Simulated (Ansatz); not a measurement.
The reference is SrBi₃ in the Cu3Au type structure (space group Pm-3m, No. 221; a = 4.986 Å; a cell from a computed database, its experimental status unchecked; relaxed with 0.1 eV smearing). Axes: x, y, z lie along the cube axes.

Calculations: PBEsol (Ansatz, a quantum-chemistry and plane-wave program), no spin-orbit coupling.

Strains are applied to the cell and any free atomic positions relax; under biaxial strain the out-of-plane vector relaxes too.

One change was made to it. Results:

The shortest interatomic distance falls by 0.026 Å (3.526 Å → 3.500 Å); the energy increases by 0.5 meV/atom.

Problem. What was done to the base?
(A) tensor shear ε_xy = +0.74 %
(B) biaxial strain +2.30 %, plane normal [001], relaxed out of plane
(C) biaxial strain +2.11 %, plane normal [110], relaxed out of plane

Solution. A, tensor shear ε_xy = +0.74 %. For comparison, the energy relative to the base in the other runs: biaxial strain +2.11 %, plane normal [110], relaxed out of plane gives +6.3 meV/atom; biaxial strain +2.30 %, plane normal [001], relaxed out of plane gives +4.5 meV/atom.

No phonon test of stability was made.
